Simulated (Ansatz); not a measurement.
Input:

```yaml
crystal:
  lattice:
    - [4.22451, 0.00000, 0.00000]
    - [2.11225, 3.65853, 0.00000]
    - [0.00000, 0.00000, 7.13706]
  atoms:
    - { symbol: Cd, position: [0.33333, 0.33333, 0.00397] }
    - { symbol: Cd, position: [0.66667, 0.66667, 0.50397] }
    - { symbol: Se, position: [0.33333, 0.33333, 0.37203] }
    - { symbol: Se, position: [0.66667, 0.66667, 0.87203] }
```

No spin polarisation.

All numbers come from PBEsol (Ansatz, a quantum-chemistry and plane-wave program; PAW; 420 eV plane waves; scalar-relativistic without spin-orbit coupling). Settings: 9×9×5 k-points, 0.05 eV Fermi–Dirac smearing.

Question: What is the computed electron mass?

Answer: 0.058 mₑ out of plane, 0.055 mₑ in plane (at Γ).

Question: Estimate the valence-band top at Γ (three highest levels, from the VBM).

Answer: 0.00, 0.00, -0.22 eV.

Question: What is the computed mean in-plane stress (compression positive)?

Answer: +1.5 GPa.

The levels and masses belong to the bands next to the band gap. The cells carry an imposed strain or load. Effective masses come from finite differences of ±0.01 Å⁻¹. Whether these cells are dynamically stable was not tested. The cell was made from CdSe in the wurtzite structure (space group P6_3mc, No. 186) by this change: biaxial strain −1.80 %, plane normal [001], relaxed out of plane.
